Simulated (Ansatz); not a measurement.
The parent structure is GaN in the zinc blende structure (space group F-43m, No. 216; a = 4.4554 Å). Axes: x, y, z lie along the cube axes.

The change: a pure shear with ε_xy = ε_yx = 0.0057; the atoms relax in the strained cell.

Computed with LDA in Ansatz (plane waves to 420 eV, PAW, no SOC).

**Question.** Give the band edges at the high-symmetry points of the new zone, measured from its valence-band maximum.

**Answer.** 
```
point  valence edge (eV)  conduction edge (eV)
-----  -----------------  --------------------
Γ                   0.00                  1.91
X                  -2.81                  3.22
F₂                 -2.40                  4.84
Σ₀                 -2.40                  4.84
Y₀                 -2.28                  4.96
U₀                 -2.28                  4.96
R                  -1.07                  4.67
W                  -3.90                  6.15
S                  -1.01                  4.78
T                  -2.90                  3.23
```

The gap is 1.91 eV, direct at Γ.

No phonon test of stability was made. This is not the structure that GaN has at room temperature and ambient pressure. Labels are those of the standard path for the cell's own space group.

Ansatz is an electronic-structure program.
